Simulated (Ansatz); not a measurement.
The starting structures come from a database of crystals and need not be the phases stable at ambient conditions.

By PBEsol, the system below comes out a metal.

The ballistic (Sharvin) conductance counts the channels at the Fermi level: G/A = (e²/h) × channels of both spins per area.

Data:

```
CELL_PARAMETERS angstrom
      3.27649     0.00000     0.00000
      0.00000     3.27649     0.00000
      0.00000     0.00000     3.27649
ATOMIC_POSITIONS crystal
  Zr 0.50000 0.50000 0.50000
  Os 0.00000 0.00000 0.00000
```

The cell is taken as given; by PBEsol it stands under a pressure of -5.8 GPa.

The current flows along the normal of the first two printed cell vectors, the (001) plane of the conventional cell. No spin-orbit coupling; the value is a mean over 0.1 eV about the Fermi level.

Estimate the ballistic conductance per area that PBEsol (Ansatz, a first-principles code) returns for this system.

0.40 × 10¹⁵ S/m² for both spins.
